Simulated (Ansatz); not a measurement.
**Effect of pressure 15 GPa on SiSe2**

Start from SiSe$_{2}$ (space group Ibam, No. 72; a = 6.301 Å, b = 9.302 Å, c = 5.856 Å; made of chains).

Modification: cell and atoms relaxed at a pressure of 15 GPa.

Method: PBEsol (Ansatz, a program for electronic structure, PAW, no spin-orbit coupling). Settings: 8×8×8 k-points, 0.05 eV Fermi–Dirac smearing.

The volume per atom drops by 9.73 Å³, from 28.60 Å³ to 18.87 Å³ and the density grows by 1.86 g/cm³, from 3.60 g/cm³ to 5.46 g/cm³. The shortest interatomic distance shrinks by 0.0375 Å to 2.251 Å and the enthalpy H = E + PV relative to the base's energy amounts to +2.03 eV/atom. The band gap drops by 1.198 eV to 0.46 eV and the gap character becomes indirect, Γ → X (base: indirect, F₀ → X). The smallest direct gap falls by 0.99 eV (1.71 eV → 0.72 eV) and the width of the top valence band rises by 0.666 eV (0.77 eV → 1.43 eV). The electron mass goes from 0.63 mₑ along a, 0.44 mₑ along b, 1.3 mₑ along c (at X) to 0.34 mₑ along a, 0.25 mₑ along b, 0.29 mₑ along c (at X) and the hole mass is 1.1 mₑ along a, 0.31 mₑ along b, 0.91 mₑ along c (at Γ). The valence-band top at Γ (three highest levels, from the VBM) is 0.00, -0.18, -1.09 eV.

Load acts through the strain it causes; cell and atoms are relaxed under it. Effective masses come from finite differences of ±0.01 Å⁻¹. Whether these cells are dynamically stable was not tested. No other phases were tried under pressure. No dispersion term is included in the PBEsol runs.
